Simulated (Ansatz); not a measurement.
Consider Cr in the bcc (W type) structure (space group Im-3m, No. 229; a = 2.829 Å; non-magnetic).

All numbers come from Ansatz (a program for electronic structure), r2SCAN, PAW, cutoff 500 eV, no spin-orbit coupling.

For the base:

| Item | Result |
|---|---|
| Magnetic state | non-magnetic |
| Shortest interatomic distance | 2.450 Å |

Now apply this change: full substitution Cr → Fe; the structure is relaxed again.

Tabulated Pauling electronegativity and covalent radius: Cr 1.66, 1.39 Å; Fe 1.83, 1.32 Å.

**Question.** What does the calculation give for the magnetic state and shortest interatomic distance after the change?

**Answer.** The magnetic state goes from non-magnetic to ferromagnetic; the shortest interatomic distance grows by 0.0305 Å, from 2.450 Å to 2.481 Å.

Other magnetic orders, which the real material may have, were not ruled out. No phonon test of stability was made. Starting moments died away, wholly or in part, for the base; another magnetic solution may exist. Spin-polarised in the final run: Fe; the other runs are not. Real Cr is antiferromagnetic at low temperature and ambient pressure, an order that this cell doesn't hold.
